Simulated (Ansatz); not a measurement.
Consider AlAs in the zinc blende structure (space group F-43m, No. 216; a = 5.6747 Å).

Method: Kohn–Sham DFT with the PBEsol functional, run in Ansatz (an electronic-structure program) with PAW and 420 eV plane waves, without spin-orbit coupling.

Before the change:

* **Pressure**: 0.00 GPa
* **Band gap**: 1.34 eV
* **Smallest direct gap**: 1.91 eV

It is then changed as follows: every lattice vector is shortened by 2.97 %; the atoms relax in the strained cell.

What happens to the pressure?

The pressure goes from zero to 7.90 GPa.

Predict the new band gap.

The band gap drops by 0.165 eV (1.34 eV → 1.18 eV).

Estimate the effect on the smallest direct gap.

The smallest direct gap rises by 0.719 eV, from 1.91 eV to 2.62 eV.

Stability against distortions was not tested.
